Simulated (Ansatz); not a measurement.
The (10-10) face of hcp Re can be cut between different planes. Symmetric, stoichiometric slabs relaxed in the 1x1 cell (12.4 Å²): top plane Re, 0.80 Å over the next in the ideal cut; top plane Re, 1.60 Å over the next in the ideal cut.

Method: PBE (plane waves to 420 eV, PAW; Ansatz, an electronic-structure program).

Put the candidates in order of surface energy, lowest first, for PBE.

the cut with an outer spacing of 0.80 Å (2.90 J/m²), the cut with an outer spacing of 1.60 Å (3.96 J/m²)
